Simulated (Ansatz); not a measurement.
## GaN in the wurtzite structure (space group P6_3mc, No. 186)

```yaml
crystal:
  lattice:
    - [3.18312, 0.00000, 0.00000]
    - [-1.59156, 2.75667, 0.00000]
    - [0.00000, 0.00000, 5.18363]
  atoms:
    - { symbol: Ga, position: [0.66667, 0.33333, 0.00099] }
    - { symbol: Ga, position: [0.33333, 0.66667, 0.50099] }
    - { symbol: N, position: [0.66667, 0.33333, 0.62421] }
    - { symbol: N, position: [0.33333, 0.66667, 0.12421] }
```

Computed with Ansatz (a quantum-chemistry and plane-wave program) r2SCAN, scalar-relativistic without spin-orbit coupling. Settings: 12×12×7 k-points, 0.05 eV Fermi–Dirac smearing.

```json
{
 "volume_per_atom": "11.37 Å³",
 "density": "6.11 g/cm³",
 "band_gap": "2.35 eV, direct at Γ",
 "electron_mass": "0.17 mₑ along c, 0.19 mₑ across",
 "Lowest conduction-band minima above the VBM": "Γ 2.35 eV",
 "total_energy": "-2088.194 eV/atom (σ→0; compares only within this code and set-up)"
}
```

Effective masses come from finite differences of ±0.01 Å⁻¹. No phonon test of stability was made.
